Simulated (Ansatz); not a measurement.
Start from CdSe in the zinc blende structure (space group F-43m, No. 216).

```xyz
2
Lattice="0.0000 3.0982 3.0982 3.0982 0.0000 3.0982 3.0982 3.0982 0.0000" Properties=species:S:1:pos:R:3 pbc="T T T"
Cd     0.0000     0.0000     0.0000
Se     1.5491     1.5491     1.5491
```

Method: DFT with PBE, PAW potentials and a 420 eV plane-wave cutoff in Ansatz (a first-principles code), scalar-relativistic without spin-orbit coupling.

Strains are applied to the cell and any free atomic positions relax.

One change was made to it. Results:

```csv
quantity,base,after
energy relative to the base (free energy F),0 meV/atom,+8.8 meV/atom
band gap,0.49 eV,0.59 eV
pressure,-0.1 kbar,22.4 kbar
"hole mass (degenerate bands, along [100])","0.054, 0.73, 0.73 mₑ (at Γ)","0.061, 0.69, 0.69 mₑ (at Γ)"
```

Which of these changes matches the shifts?
A) isotropic strain −0.50 %
B) isotropic strain −1.00 %
C) isotropic strain −1.50 %
D) isotropic strain −2.50 %

C, isotropic strain −1.50 %. For comparison, the energy relative to the base in the other runs: isotropic strain −0.50 % gives +0.9 meV/atom; isotropic strain −1.00 % gives +3.8 meV/atom; isotropic strain −2.50 % gives +26 meV/atom.

Effective masses come from finite differences of ±0.01 Å⁻¹. No phonon test of stability was made.
